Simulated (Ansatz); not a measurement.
System: LuPt₃ (Pm-3m, No. 221). Method: PBEsol (PAW; Ansatz, an electronic-structure program).

Settings: plane-wave cutoff 520 eV, 14×14×14 k mesh, Fermi–Dirac smearing 0.05 eV, scalar-relativistic PAW data made under PBE.

Cell (relaxed at this level):

```yaml
crystal:
  lattice:
    - [4.02384, 0.00000, 0.00000]
    - [0.00000, 4.02384, 0.00000]
    - [0.00000, 0.00000, 4.02384]
  atoms:
    - { symbol: Lu, position: [0.00000, 0.00000, 0.00000] }
    - { symbol: Pt, position: [0.00000, 0.50000, 0.50000] }
    - { symbol: Pt, position: [0.50000, 0.00000, 0.50000] }
    - { symbol: Pt, position: [0.50000, 0.50000, 0.00000] }
```

Predict the bulk modulus B0.


- bulk modulus B0 = 211 GPa

The run finds no gap.

Note: the bulk modulus is −V dP/dV from two relaxed cells at ±2 % in volume.

Spin–orbit coupling is not included.

The computed numbers hold no vibrational or temperature effects.

Computing time: very roughly 2.9 core-minutes.
